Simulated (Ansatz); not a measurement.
Input and output of a self-consistent single point for Bi₂PdPt (P3m1, 4 atoms in the cell) (Ansatz, an electronic-structure program).

Method: LDA (PW92), harder PAW files (source: ansatz) made with PBE (plane waves; Ansatz).

```
CELL_PARAMETERS angstrom
      4.30734     0.00000     0.00000
     -2.15367     3.73027     0.00000
      0.00000     0.00000     5.59778
ATOMIC_POSITIONS crystal
  Bi 0.33333 0.66667 0.25381
  Bi 0.66667 0.33333 0.75512
  Pd 0.00000 0.00000 0.50000
  Pt 0.00000 0.00000 0.00000
```

Reference input (self-consistent single point, DFT, LDA (PW92), plane waves, default PAW files made with PBE): basis.ecutwfc = 30.9 Ry; kpoints.mp_grid.grid = 7 7 4; hamiltonian.xc = lda; hamiltonian.pseudopotentials = {kind: paw} (the program's default PAW files); scf.occupations.method = fermi_dirac; scf.occupations.width = 0.0073 Ry. This run's input differs from it in these lines:

Ansatz 0.2 input:
```diff
@@ -11,3 +11,3 @@
 basis:
-  ecutwfc: 30.9 Ry
+  ecutwfc: 37.5 Ry
 kpoints:
@@ -19,2 +19,3 @@
     kind: paw
+    source: ansatz
 scf:
```

The program printed (abridged):

```
SCF iter   1: F=—  HF=-50643.418959 eV  |F-HF|=—  |Δ(HF+E_count)|=         —  Δρ=1.46e-1  dr2=2.97e1  ethr=3.10e-3  ⟨swp⟩=5.8  Hψ=4509  notcnv=0  defer=24
all-band conjugate gradients solve this SCF's bands
preconditioner: auto → LDOS
SCF iter   2: F=—  HF=-50639.643586 eV  |F-HF|=—  |Δ(HF+E_count)|=    3.78e0  Δρ=4.59e-2  dr2=1.34e0  ethr=3.10e-3  ⟨swp⟩=3.0  Hψ=2907  notcnv=0  defer=41
   [... lines left out ...]
SCF iter   5: F=—  HF=-50639.315813 eV  |F-HF|=—  |Δ(HF+E_count)|=   6.05e-4  Δρ=6.70e-4  dr2=3.58e-4  ethr=4.23e-6  ⟨swp⟩=2.0  Hψ=2155  notcnv=0  defer=54
SCF iter   6: F=—  HF=-50639.315763 eV  |F-HF|=—  |Δ(HF+E_count)|=   5.01e-5  Δρ=1.81e-4  dr2=2.78e-5  ethr=4.37e-7  ⟨swp⟩=2.0  Hψ=2011  notcnv=0  defer=54
SCF iter   7: F=—  HF=-50639.315755 eV  |F-HF|=—  |Δ(HF+E_count)|=   8.13e-6  Δρ=4.46e-5  dr2=9.50e-7  ethr=3.39e-8  ⟨swp⟩=2.0  Hψ=2073  notcnv=0  defer=54
SCF iter   8: F=-50639.315754 eV  HF=-50639.315754 eV  |F-HF|=1.57e-8  |Δ(HF+E_count)|=   1.58e-7  Δρ=5.19e-6  dr2=2.08e-8  ethr=1.22e-10  ⟨swp⟩=11.1  Hψ=6113  notcnv=0
SCF 1 converged in 8 iterations: F = -50639.315754 eV  dr2 = 2.08e-8
Free energy (F): -50639.315754 eV
Internal energy: -50639.268945 eV  (E = F + TS)
E sigma→0 (E₀):  -50639.292349 eV
Entropy (-TS):   -0.046810 eV (-11.702 meV/atom)
Fermi energy:    15.970906 eV
--- Forces (eV/Å), atoms counted from 1 ---
  atom   1  Bi     0.00000000    -0.00000000    -0.18007372
  atom   2  Bi     0.00000000     0.00000000     0.06280269
  atom   3  Pd     0.00000000    -0.00000000     0.04845114
  atom   4  Pt    -0.00000000     0.00000000     0.06883788
--- Stress (GPa, compression-positive) ---
       -3.120825      -0.000000      -0.000000
       -0.000000      -3.120825      -0.000000
        0.000000      -0.000000      -4.260408
  P = ⅓ Tr σ = -3.5007 GPa (-35.007 kbar)
  The stress holds the Pulay correction. Without it, at fixed plane waves, as pw.x and ABINIT print it: P = -4.0703 GPa
```

The run converged in 8 iterations. Against the reference run the pressure moves little (-3.57 to -3.50 GPa) and the largest force moves little (0.183 to 0.180 eV/Å).

The starting cell comes from a database of computed structures (which also holds hypothetical and non-ambient phases and stackings), without a prior relaxation at this level. Its lattice was rescaled by up to half a per cent. One atom was moved a little off its site on purpose. Spin-orbit coupling is off. Spin polarisation is off. Ansatz's pressure includes its estimate of the finite-basis (Pulay) stress. Without the estimate this run gives -4.07 GPa. The cutoff lies below the one recommended for these files.
